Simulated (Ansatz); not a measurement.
System: cubic perovskite CsSrF3. Method: PBEsol-D3(BJ) (plane waves, PAW; Ansatz, a first-principles code).

Run with plane-wave cutoff 520 eV, 8×8×8 k mesh, Fermi–Dirac smearing 0.01 eV, scalar-relativistic PAW data made under PBE.

Energies at three volumes about the minimum:

| V (Å³/atom) | E − E_lowest (meV/atom) |
|---|---|
| 20.304 | 1.26 |
| 20.718 | 0.00 |
| 21.132 | 1.17 |

Task: Fit a parabola by hand: where is the minimum, what lattice constant follows, and what is the bulk modulus?

Result: Slopes: (0.00 − 1.26)/(20.718 − 20.304) = -3.043 and (1.17 − 0.00)/(21.132 − 20.718) = 2.826 meV/Å³. Curvature E″ = 2 × (2.826 − (-3.043))/(21.132 − 20.304) = 14.176 meV/Å⁶. From the middle of the first interval, the slope vanishes at V0 = 20.5110 − (-3.043)/14.176 = 20.726 Å³/atom. B = V0 E″ = 20.726 × 14.176 meV/Å³ × 0.1602 GPa per meV/Å³ = 47.1 GPa. With 5 atoms in the cube, a = (5 × 20.726)^(1/3) = 4.697 Å. The full Birch–Murnaghan fit to all volumes gives V0 = 20.717 Å³/atom and B0 = 47.0 GPa.

Note: the relaxation could not lower the start's symmetry, so the cell can be a saddle point above a distorted one.
